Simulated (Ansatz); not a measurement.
SnTe under a change: pressure 9 GPa

Take SnTe in the rock salt structure (space group Fm-3m, No. 225; a = 6.3697 Å) as the base.

One thing is altered: a hydrostatic pressure of 9 GPa.

Level of theory: r2SCAN (Ansatz, an electronic-structure program; PAW; 500 eV plane waves; spin-orbit coupling left out). k-mesh 13×13×13 (Γ-centred); smearing 0.05 eV (Fermi–Dirac).

| quantity | base | changed | shift |
|---|---|---|---|
| volume per atom | 32.30 Å³ | 27.86 Å³ | -4.44 Å³ |
| density | 6.33 g/cm³ | 7.34 g/cm³ | +1.01 g/cm³ |
| lattice parameter a | 6.370 Å | 6.063 Å | -0.3063 Å |
| band gap | 0.13 eV | zero | – |

Final structure:

```
CELL_PARAMETERS angstrom
      0.00000     3.03166     3.03166
      3.03166     0.00000     3.03166
      3.03166     3.03166     0.00000
ATOMIC_POSITIONS crystal
  Te 0.00000 0.00000 0.00000
  Sn 0.50000 0.50000 0.50000
```

Cost of the whole job for the changed cell (relaxation, final SCF and bands): around 80 core-seconds (rough).

Spin-orbit coupling, missing from the scalar runs, can matter with Te. Load acts through the strain it causes; cell and atoms are relaxed under it. Whether these cells are dynamically stable was not tested. Competing high-pressure phases were not computed. All final runs are without spin polarisation. A zero or small gap of SnTe can be the functional's error rather than a property of the material.
